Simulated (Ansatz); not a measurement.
The reference is MgS in the rock salt structure (space group Fm-3m, No. 225).

```cif
data_MgS
_chemical_formula_sum 'Mg1 S1'
_space_group_name_H-M_alt 'P 1'
_space_group_IT_number 1
_cell_length_a 3.66430
_cell_length_b 3.66430
_cell_length_c 3.66430
_cell_angle_alpha 60.000
_cell_angle_beta 60.000
_cell_angle_gamma 60.000
loop_
_space_group_symop_operation_xyz
  'x, y, z'
loop_
_atom_site_label
_atom_site_type_symbol
_atom_site_fract_x
_atom_site_fract_y
_atom_site_fract_z
_atom_site_occupancy
Mg1 Mg 0.00000 0.00000 0.00000 1
S1 S 0.50000 0.50000 0.50000 1
```

Computed with Kohn–Sham DFT with the PBEsol functional, run in Ansatz (a first-principles code) with PAW and 420 eV plane waves, no SOC.

Carriers are added at fixed cell with a uniform background; the Fermi–Dirac width is that of 300 K.

One change was made to it. Results:

The Fermi level relative to the doped band's edge (positive inside the band; to 0.05 eV) amounts to +0.45 eV; the valley order (the lowest conduction-band minima on the path, energy above the VBM, named in the base's zone) goes from X along ⟨100⟩ 2.73 eV; Γ 3.69 eV to X along ⟨100⟩ 2.73 eV; Γ 3.68 eV.

Problem. Which change produced these results?
A. electrons 3.0×10^21 cm⁻³
B. holes 1.0×10^21 cm⁻³
C. electrons 1.0×10^21 cm⁻³

Solution. C, electrons 1.0×10^21 cm⁻³. For comparison, the Fermi level from band edge in the other runs: holes 1.0×10^21 cm⁻³ gives +0.10 eV; electrons 3.0×10^21 cm⁻³ gives +0.85 eV.

Carriers are added with a uniform compensating background; total energy and stress of such cells depend on the potential's zero and are not compared; many-body gap narrowing is missing at this level. The levels and masses belong to the bands next to the band gap. Stability against distortions was not tested. The base started in P3_121 and relaxed to Fm-3m at this level.
